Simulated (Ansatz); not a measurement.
## Wire resistance of AuAl2 (Fm-3m) and of Mo

AuAl2 (Fm-3m) has a bulk resistivity ρ₀ of 6.05 μΩ·cm and a mean free path ℓ of 18.6 nm. Mo (Im-3m): ρ₀ = 5.36 μΩ·cm, ℓ = 12.6 nm. Both at 300 K by PBEsol, DFPT electron-phonon coupling, linearised Boltzmann equation (plane waves, PAW, scalar-relativistic; Ansatz, an electronic-structure program); third figures are kept for the arithmetic, and halving the electron mesh moves ρ₀ by up to 8 and 1 % at 300 K, and ℓ by up to 3 and 2 % (the most at any temperature). Cell of AuAl2 (Fm-3m): a = 4.245 Å, b = 4.245 Å, c = 4.245 Å, α = 60.00°, β = 60.00°, γ = 60.00°. On Mo: eigensolver warning.

Square wire of width d: ρ = ρ₀ {1 + (3/4)(1 − p) ℓ/d + (3/2) [R/(1 − R)] ℓ/D}, with p = 0, R = 0.5, D = d.

Task: What are ρ₀ℓ and ρ(d)?

Result: With D = d the size term is Kρ₀ℓ/d, K = 0.75 × 1.0 + 1.5 × 0.5/0.50 = 2.25. AuAl2 (Fm-3m): ρ₀ℓ = 11.3×10⁻¹⁶ Ω·m², ρ = 6.05 + 250/d. Mo: 6.75×10⁻¹⁶ Ω·m², ρ = 5.36 + 152/d (μΩ·cm, d in nm).

Task: By these numbers, below which width does AuAl2 (Fm-3m) have the lower resistivity?

Result: Nowhere: neither ρ₀ nor ρ₀ℓ of AuAl2 (Fm-3m) lies under that of Mo.

Task: Find the resistance of 1 μm of line, ρL/d², in square trenches of width w. Take w = 9, 10, 14, 45 nm.

Result: 
| w (nm) | ρ, AuAl2 (Fm-3m) (μΩ·cm) | Ω/μm, AuAl2 (Fm-3m) | ρ, Mo (μΩ·cm) | Ω/μm, Mo |
|---|---|---|---|---|
| 9 | 34 | 4200 | 22 | 2700 |
| 10 | 31 | 3100 | 21 | 2100 |
| 14 | 24 | 1230 | 16.2 | 830 |
| 45 | 11.7 | 58 | 8.7 | 43 |

The line of Mo has the lower resistance at w = 9, 10, 14, 45 nm.

The formula is the first-order form of the Fuchs-Sondheimer and Mayadas-Shatzkes models for a square wire of an isotropic metal and fails where d lies far under ℓ. p, R and D are assumed, not computed. ℓ is weighted by the current that each state carries; one path shared by all states gives a smaller ρ₀ℓ, by an amount that differs from metal to metal. Only harmonic phonons scatter in ρ₀; disorder, surface states and the phase's stability aren't judged.

The missing spin-orbit coupling matters most for AuAl2 (Fm-3m).
